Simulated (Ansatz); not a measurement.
## Pd: response to strain

Take Pd in the fcc (Cu type) structure (space group Fm-3m, No. 225; a = 3.8414 Å; relaxed with 0.1 eV smearing) as the base.

Strains are applied to the cell and any free atomic positions relax.

Method: LDA/PAW in Ansatz (a program for electronic structure), no spin-orbit coupling.

Notes on the quantities. energy relative to the base: free energy F.

```csv
isotropic strain (%),energy relative to the base (meV/atom)
-2.5,62.7
-2,39.2
-1.5,21.6
-1,9.4
-0.5,?
0,0.0
1,8.6
1.5,18.9
2,32.9
```

Task: Fit ΔE = Aε² + Bε³ (ε in %) to the rows shown and predict the withheld row.

Result: Least squares on the printed values gives A = 9.02 and B = -0.40 meV/atom (largest residual 0.1 meV/atom); this predicts 2.3 meV/atom, and the run gives 2.3 meV/atom, in agreement.

Stability against distortions was not tested. The final runs are not spin-polarised. Pd lies near a magnetic instability that expansion can trigger; it was not tested.
